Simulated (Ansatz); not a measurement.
For V5Ge3 (I4/mcm, No. 140), PBEsol in Ansatz (plane waves, PAW) gives:

```
Property              Result
-------------------  -------
lattice parameter a  9.467 Å
c axis length        4.779 Å
```

Q: What does r²SCAN (PAW; Ansatz, a quantum-chemistry and plane-wave program) give for the same quantities?

A: 
- lattice constant a: 9.524 Å (increases by 0.6 %)
- lattice parameter c: 4.801 Å (rises by 0.5 %)

Changes are worked out from the printed values.

Unless a cell is named, each level is at its own relaxed cell (PBEsol 13.39, r²SCAN 13.61 Å³/atom).

The crystal itself was run without spin with PBEsol, r²SCAN.

Caveats: the relaxation could not lower the start's symmetry, so the cell can be a saddle point above a distorted one (PBEsol, r²SCAN). Ansatz's density-functional and Hartree–Fock values are scalar-relativistic unless marked +SOC, with PAW data made under PBE.
